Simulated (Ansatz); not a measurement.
Ansatz (a first-principles code), DFT, HSE06, plane waves, its default PAW files, spin-polarised: rock-salt NiO (type II order), antiferromagnetic, 4 atoms, spin-polarised from an antiferromagnetic start (±2 μB on Ni). Basis and mesh were picked for this test and aren't claimed converged.

```
Quantity                                                                                 Value
-------------------------------------------------------  -------------------------------------
cell                                                     5.12, 5.12, 5.12 Å; 33.6, 33.6, 33.6°
task                                                                              single point
k mesh                                                                                   4×4×4
hamiltonian.xc                                                                           hse06
kind of files                                                                              paw
scf.occupations.method                                                                gaussian
scf.occupations.width                                                                  0.05 eV
magnetization.spin_polarized                                                              true
memory maximum (--max-ram)                                                              200GiB
basis.precision                                                                 auto (default)
basis.xc_grid                                                                      2 (default)
scf.eigensolver.kind                                                            auto (default)
scf.mixing.algorithm                                                            auto (default)
scf.mixing.preconditioner                                                       auto (default)
scf.convergence.dr2_threshold                                                  1e-07 (default)
scf.lower_state_search                                                         light (default)
k-points after symmetry (for each spin) (base settings)                                     13
bands at the start (base settings)                                                          32
electrons (base settings)                                                                   48
plane waves at Γ (base settings)                                                           683
cutoff (eV) (base settings)                                                                420
FFT grid (base settings)                                                              20×20×36
symmetry operations (base settings)                                                         12
```

Hardware: Arm Neoverse V2, 96 cores on 1 socket, no SMT, 1 L3 cache group.

Times are wall-clock medians of two to five runs, from launch to exit, with nothing else on the machine. Unless noted, each process is bound to its own block of adjacent cores. The times hold for this build (release build for Arm (Neoverse V2), one process with threads). Scratch files lie in a memory file system.

First run (88 threads, output.forces = true, scf.exx.build = auto (default), scf.exx.ecutfock_ratio = not set, scf.exx.warmup_dr2_ratio = not set, accuracy = medium (default)):

```
── phase timings ───────────────────────
phase                  total
ace_build             0.558s
diag                  0.413s
potential             0.210s
density               0.155s
published_bands       0.152s
exx_invariance        0.066s
exx_symmetrize        0.034s
mixing                0.034s
forces                0.033s
xc_out                0.024s
fermi                 0.012s
paw_out               0.007s
complement_search     0.003s
energy_assemble       0.002s
energy                0.001s
hubbard               0.000s
work_function         0.000s
efg                   0.000s
charged_cell          0.000s
Σ                     1.705s
```

Second run:

```
── phase timings ───────────────────────
phase                  total
ace_build            16.040s
diag                  2.985s
published_bands       2.726s
potential             0.212s
exx_symmetrize        0.211s
density               0.158s
exx_invariance        0.067s
mixing                0.038s
forces                0.033s
xc_out                0.025s
fermi                 0.012s
paw_out               0.007s
complement_search     0.003s
energy_assemble       0.002s
energy                0.001s
hubbard               0.000s
efg                   0.000s
work_function         0.000s
charged_cell          0.000s
Σ                    22.521s
```

Both blocks come from the same system on the same machine. Which change was made from the first run to the second?
(A) scf.exx.warmup_dr2_ratio = 0.1
(B) accuracy = high
(C) output.forces = false
(D) scf.exx.build = pair_densities, scf.exx.ecutfock_ratio = 2

D, scf.exx.build = pair_densities, scf.exx.ecutfock_ratio = 2. The largest move is in building exact exchange (ace_build): 0.56 s to 16 s. The exchange builds carry the change: 8 full builds at 0.07 s each (convolution over the k mesh) against 8 at 2 s (pair densities). The other changes gave 2.7 s (output.forces = false), 3.2 s (scf.exx.warmup_dr2_ratio = 0.1), 3.2 s (accuracy = high), against 27 s here and 3.2 s at first.

Keys are those of Ansatz 0.2.
